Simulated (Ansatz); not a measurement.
We consider BeCdO2 (model structure, started from the ScAlN2 type, P3m1, No. 156, 4 atoms in the cell), described by r²SCAN+SOC (PAW; Ansatz, a quantum-chemistry and plane-wave program).

Run with plane-wave cutoff 560 eV, 12×12×6 k mesh (along the axes of the cell as run), Fermi–Dirac smearing 0.01 eV, PAW data made under PBE.

Cell (relaxed with PBEsol):

```xyz
4
Lattice="3.0343 0.0000 0.0000 -1.5172 2.6278 0.0000 0.0000 0.0000 5.4386" Properties=species:S:1:pos:R:3 pbc="T T T"
Cd     0.0000     1.7519     0.1531
O      0.0000     1.7519     2.2876
Be     1.5172     0.8759     2.8163
O      1.5172     0.8759     4.3692
```

Estimate the band gap that the calculation returns.


- band gap = 1.22 eV (direct)

Note: the relaxation could raise the start's symmetry but not lower it, so the cell can be a saddle point; cell and atoms aren't relaxed at this level (largest force component 0.22 eV/Å, pressure 1.0 GPa).

The computed numbers hold no vibrational or temperature effects.

Cost on a shared machine: around 4 core-minutes (rough).

A model structure was made by putting elements into a prototype or built by hand; it is no filed structure, need not be a known phase, and can be a saddle point held by its symmetry.
